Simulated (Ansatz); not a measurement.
Start from Li2Se in the anti-fluorite structure (space group Fm-3m, No. 225; a = 5.945 Å).

Calculations: PBEsol in Ansatz (plane waves to 420 eV, PAW, no spin-orbit coupling).

Before the change:

| Quantity | Result |
|---|---|
| Width of the top valence band | 1.86 eV |
| Electron mass | 0.61 mₑ along k, 0.31 mₑ across (at X) |
| Pressure | 0.00 GPa |

The change: the cell is scaled by 0.9900 in all directions; the atoms relax in the strained cell.

What happens to the mean gap deformation potential ΔEg/Δln V?

The mean gap deformation potential ΔEg/Δln V is +0.9 eV.

Predict the new width of the top valence band.

The width of the top valence band goes up by 0.09 eV (1.86 eV → 1.95 eV).

What happens to the electron mass?

The electron mass becomes 0.61 mₑ along k, 0.30 mₑ across (at X) (base: 0.61 mₑ along k, 0.31 mₑ across (at X)).

Estimate the effect on the pressure.

The pressure goes from zero to 1.13 GPa.

Masses are band curvatures over ±0.01 Å⁻¹ around the edge. Along k means along the line from Γ to the band edge. No phonon test of stability was made.

Ansatz is a first-principles code.
